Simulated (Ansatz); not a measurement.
Ti3Al: response to strain

Take Ti3Al (space group P6_3/mmc, No. 194) as the base.

```yaml
crystal:
  lattice:
    - [5.68760, 0.00000, 0.00000]
    - [-2.84380, 4.92561, 0.00000]
    - [0.00000, 0.00000, 4.60837]
  atoms:
    - { symbol: Ti, position: [0.83032, 0.66064, 0.25000] }
    - { symbol: Ti, position: [0.16968, 0.83032, 0.75000] }
    - { symbol: Ti, position: [0.33936, 0.16968, 0.25000] }
    - { symbol: Ti, position: [0.16968, 0.33936, 0.75000] }
    - { symbol: Ti, position: [0.83032, 0.16968, 0.25000] }
    - { symbol: Ti, position: [0.66064, 0.83032, 0.75000] }
    - { symbol: Al, position: [0.33333, 0.66667, 0.25000] }
    - { symbol: Al, position: [0.66667, 0.33333, 0.75000] }
```

Cartesian axes are those of the cell as printed.

Strains are applied to the cell and any free atomic positions relax; under biaxial strain the out-of-plane vector relaxes too.

Calculations: PBEsol (Ansatz, a first-principles code), scalar-relativistic without spin-orbit coupling.

Notes on the quantities. pressure: mean of the normal stresses, compression positive; energy relative to the base: free energy F.

```json
[
 {"change": "base", "pressure": "0.0 GPa", "space group": "P6_3/mmc (No. 194)", "energy relative to the base": "0 meV/atom", "shortest interatomic distance": "2.792 Å"},
 {"change": "biaxial strain +3.29 %, plane normal [001], relaxed out of plane", "pressure": "-4.5 GPa", "space group": "P6_3/mmc (No. 194)", "energy relative to the base": "+24 meV/atom", "shortest interatomic distance": "2.805 Å"},
 {"change": "uniaxial strain ε_xx = +5.11 %", "pressure": "-5.3 GPa", "space group": "Cmcm (No. 63)", "energy relative to the base": "+23 meV/atom", "shortest interatomic distance": "2.831 Å"},
 {"change": "uniaxial strain ε_zz = −2.20 %", "pressure": "3.0 GPa", "space group": "P6_3/mmc (No. 194)", "energy relative to the base": "+6.1 meV/atom", "shortest interatomic distance": "2.771 Å"}
]
```

Whether these cells are dynamically stable was not tested. The final runs are not spin-polarised.
